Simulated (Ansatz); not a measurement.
Take Ti in the hcp (Mg type) structure (space group P6_3/mmc, No. 194; a = 2.937 Å, c = 4.641 Å; relaxed with 0.1 eV smearing) as the base. Axes: x lies along a and z along c of the hexagonal cell.

The values are results of r2SCAN/PAW in Ansatz (an electronic-structure program), no SOC, earlier PAW set, not measurements.

It is then changed as follows: tensile biaxial strain of 2.28 % in the plane normal to [001], as in epitaxy on a mismatched substrate; the out-of-plane cell vector and the atoms relax.

What does the calculation give for the in-plane stress after the change?

The mean in-plane stress (compression positive) is -4.6 GPa.

How does this affect the out-of-plane strain?

The out-of-plane strain is -1.74 %.

Stability against distortions was not tested. All final runs are without spin polarisation.
